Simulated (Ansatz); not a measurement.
The starting structures come from a database of crystals and need not be the phases stable at ambient conditions.

Evanescent states of MgS (Fm-3m, rock salt, 2 atoms a cell, 17.7 Å³ an atom) along the normal of (111)

These are r2SCAN (plane waves, PAW; Ansatz, a first-principles code) values and carry that method's errors.

The gap is the functional's own. No spin-orbit coupling. Mid-gap values are those at the computed energy nearest the middle.

Energies count from the valence-band top; κ is the least over a 12×12 mesh across the current.

```tsv
E (eV)	κ (1/Å)	where
0.09	0.067	Γ
0.26	0.114	Γ
0.42	0.144	Γ
0.59	0.167	Γ
0.77	0.185	Γ
0.94	0.200	Γ
1.10	0.212	Γ
1.27	0.223	Γ
1.45	0.231	Γ
1.61	0.238	Γ
1.78	0.243	Γ
1.96	0.247	Γ
2.12	0.249	Γ
2.29	0.250	Γ
2.46	0.250	Γ
2.63	0.238	off Γ
2.81	0.218	off Γ
2.98	0.193	off Γ
3.15	0.160	off Γ
3.31	0.111	off Γ
```

Q: How thick must the barrier be to attenuate the transmission by 10^6 when the electrodes' Fermi level lies at 0.59 eV, and what attenuation does that film give at 3.31 eV?

A: d = 6 ln 10 / (2 × 0.167) = 41.4 Å. At 3.31 eV it gives 6 × 0.111/0.167 = 4.0 decades.
